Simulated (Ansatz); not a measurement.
Start from Al in the fcc (Cu type) structure (space group Fm-3m, No. 225; a = 3.992 Å; relaxed with 0.1 eV smearing). Axes: x, y, z lie along the cube axes.

Level of theory: r2SCAN (Ansatz, an electronic-structure program), no SOC, earlier PAW set.

Base values:

- Pressure = 0.0 GPa

Perturbation: a pure shear with ε_xy = ε_yx = 0.0296; the atoms relax in the strained cell.

### Question
What does the calculation give for the pressure and energy relative to the base after the change?

### Answer
The pressure (mean of the normal stresses, compression positive) goes from zero to 0.4 GPa; the energy rises by 8.1 meV/atom.

Stability against distortions was not tested.
